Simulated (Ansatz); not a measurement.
Base system: HfSi (space group Pnma, No. 62; a = 6.8248 Å, b = 3.7573 Å, c = 5.2027 Å). Axes: x, y, z lie along a, b, c of the conventional cell.

Calculations: Kohn–Sham DFT with the PBEsol functional, run in Ansatz (a first-principles code) with PAW and 420 eV plane waves, scalar-relativistic without spin-orbit coupling, earlier PAW set.

Strains are applied to the cell and any free atomic positions relax; under biaxial strain the out-of-plane vector relaxes too.

One change was made to it. Results:

| quantity | base | after |
|---|---|---|
| volume per atom | 16.68 Å³ | 16.18 Å³ |
| pressure (mean of the normal stresses, compression positive) | 0.0 GPa | 5.0 GPa |
| band gap | zero | zero |

Question: Which change produced these results?
(A) biaxial strain −2.92 %, plane normal [001], relaxed out of plane
(B) isotropic strain +0.20 %
(C) tensor shear ε_xy = −2.27 %
(D) biaxial strain −2.01 %, plane normal [001], relaxed out of plane

Answer: D, biaxial strain −2.01 %, plane normal [001], relaxed out of plane. For comparison, the pressure in the other runs: tensor shear ε_xy = −2.27 % gives 0.5 GPa; biaxial strain −2.92 %, plane normal [001], relaxed out of plane gives 7.5 GPa; isotropic strain +0.20 % gives -0.9 GPa.

Without a gap, meshes like the base's 7×12×9 leave anisotropic stresses uncertain by several tenths of a GPa, and small strain energies with them. No phonon test of stability was made. The final runs are not spin-polarised.
